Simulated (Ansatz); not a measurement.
WO3 (Pm-3m, No. 221, 4 atoms in the cell; start mp-19390; a measured phase of this formula has another space group), treated with PBEsol+SOC (plane waves, PAW; Ansatz, an electronic-structure program).

Numerical settings: plane-wave cutoff 520 eV, 10×10×10 k mesh, Fermi–Dirac smearing 0.01 eV, PAW data made under PBE.

Cell (relaxed with PBEsol):

```yaml
crystal:
  lattice:
    - [3.79937, 0.00000, 0.00000]
    - [0.00000, 3.79937, 0.00000]
    - [0.00000, 0.00000, 3.79937]
  atoms:
    - { symbol: W, position: [0.00000, 0.00000, 0.00000] }
    - { symbol: O, position: [0.00000, 0.00000, 0.50000] }
    - { symbol: O, position: [0.50000, 0.00000, 0.00000] }
    - { symbol: O, position: [0.00000, 0.50000, 0.00000] }
```

Predict the band gap and smallest direct gap on the k points sampled.


band gap: 0.40 eV (indirect)
smallest direct gap on the k points sampled: 1.37 eV

Note: cell and atoms aren't relaxed at this level (pressure -0.3 GPa).

Computed values are for the static lattice.

A start named mp-… is a Materials Project structure, which need not be a measured phase.
